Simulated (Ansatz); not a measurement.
Short convergence ladders for Si (Ia-3, 8 atoms in the cell)

```xyz
8
Lattice="-3.3112 3.3112 3.3112 3.3112 -3.3112 3.3112 3.3112 3.3112 -3.3112" Properties=species:S:1:pos:R:3 pbc="T T T"
Si     0.9830    -0.9830     2.3282
Si    -0.9830     0.9830     4.2942
Si     2.3282     0.9830    -0.9830
Si     4.2942    -0.9830     0.9830
Si     0.9830     0.9830     0.9830
Si     2.3282     2.3282     2.3282
Si    -0.9830     2.3282     0.9830
Si     0.9830     4.2942    -0.9830
```

Base method: LDA (PW92), default PAW files made with PBE (plane waves; Ansatz, a first-principles code).

Base settings: basis.ecutwfc = 420 eV; kpoints.mp_grid.grid = 7 7 7; hamiltonian.xc = lda; hamiltonian.pseudopotentials = {kind: paw} (the program's default PAW files); scf.occupations.method = fermi_dirac; scf.occupations.width = 0.1 eV.

The count of work is k-points × plane waves × bands × iterations; it is no time. Core times come from one kind of shared machine, to one figure; runs under 30 s give none.

**Zone-centre phonons against the cutoff**

In this ladder: phonons.method = dfpt.

The mesh stays at the base's, so the ladder's end is converged at best in this setting alone.

Frequencies are those of the unrelaxed cell, without the LO-TO term of polar crystals.

Only quantities that move along the ladder and can be compared are tabulated.

| basis.ecutwfc | highest zone-centre frequency (cm⁻¹) | lowest optical frequency (cm⁻¹) | core time / last (rough) |
|---|---|---|---|
| 210 eV | 452.1 | 144.5 | 0.2 |
| 250 eV | 448.4 | 156.4 | 0.3 |
| 295 eV | 441.5 | 154.7 | 0.4 |
| 355 eV | 442.0 | 154.4 | 0.5 |
| 420 eV | 442.6 | 154.8 | 0.5 |
| 505 eV | 442.6 | 154.8 | 1 |
| 630 eV | 442.6 | 154.8 | 1 |

Coarsest basis.ecutwfc that holds the highest zone-centre frequency within 2 cm⁻¹ of the last step, with all finer ones: 295 eV, at about 0.4 of the last step's time; the step before is off by 5.8 cm⁻¹.

Coarsest basis.ecutwfc that holds the lowest optical frequency within 1 cm⁻¹ of the last step, with all finer ones: 295 eV, at about 0.4 of the last step's time; the step before is off by 1.6 cm⁻¹.

**The size of a vacancy's supercell**

On Si (Ia-3, 16 atoms in the cell), and larger cells.

Steps: 2 x 1 x 1 supercell, one Si atom taken out, nothing relaxed; 2 x 2 x 1 supercell, one Si atom taken out, nothing relaxed; and so on, with the mesh thinned in proportion.

Only quantities that move along the ladder and can be compared are tabulated.

```csv
atoms,unrelaxed vacancy energy (eV),count of work / last,core time / last (rough)
16,2.865,0.78,0.7
32,2.844,1.8,2
64,2.815,1.0,1
```

Smallest size that holds the unrelaxed vacancy energy within 0.02 eV: not settled: the last two steps still differ by 0.030 eV, over half the tolerance, so the ladder does not show it.

On the base run: the starting cell comes from a database of computed structures (which also holds hypothetical and non-ambient phases and stackings), without a prior relaxation at this level. Its lattice was rescaled by up to half a per cent.

Keys are those of Ansatz 0.2.
